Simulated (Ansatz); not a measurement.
GaN (model structure, started from the MgO type, Pm-3n, No. 223, 12 atoms in the cell) was calculated with PBEsol in Ansatz (PAW).

Numerical settings: plane-wave cutoff 520 eV, 6×6×6 k mesh, Fermi–Dirac smearing 0.01 eV, scalar-relativistic PAW data made under PBE.

Cell (relaxed with PBEsol):

```cif
data_Ga6N6
_chemical_formula_sum 'Ga6 N6'
_space_group_name_H-M_alt 'P 1'
_space_group_IT_number 1
_cell_length_a 5.51305
_cell_length_b 5.51305
_cell_length_c 5.51305
_cell_angle_alpha 90.000
_cell_angle_beta 90.000
_cell_angle_gamma 90.000
loop_
_space_group_symop_operation_xyz
  'x, y, z'
loop_
_atom_site_label
_atom_site_type_symbol
_atom_site_fract_x
_atom_site_fract_y
_atom_site_fract_z
_atom_site_occupancy
Ga1 Ga 0.25000 0.00000 0.50000 1
Ga2 Ga 0.75000 0.00000 0.50000 1
Ga3 Ga 0.50000 0.75000 0.00000 1
Ga4 Ga 0.50000 0.25000 0.00000 1
Ga5 Ga 0.00000 0.50000 0.75000 1
Ga6 Ga 0.00000 0.50000 0.25000 1
N1 N 0.25000 0.50000 0.00000 1
N2 N 0.75000 0.50000 0.00000 1
N3 N 0.00000 0.75000 0.50000 1
N4 N 0.00000 0.25000 0.50000 1
N5 N 0.50000 0.00000 0.75000 1
N6 N 0.50000 0.00000 0.25000 1
```

Question: Give the computed band gap.

Answer: 
* **band gap**: 1.56 eV (direct)

Note: the relaxation could raise the start's symmetry but not lower it, so the cell can be a saddle point.

Spin–orbit coupling is not included.

Static lattice: no zero-point or thermal effects.

A model structure was made by putting elements into a prototype or built by hand; it is no filed structure, need not be a known phase, and can be a saddle point held by its symmetry.

Ansatz is a quantum-chemistry and plane-wave program.
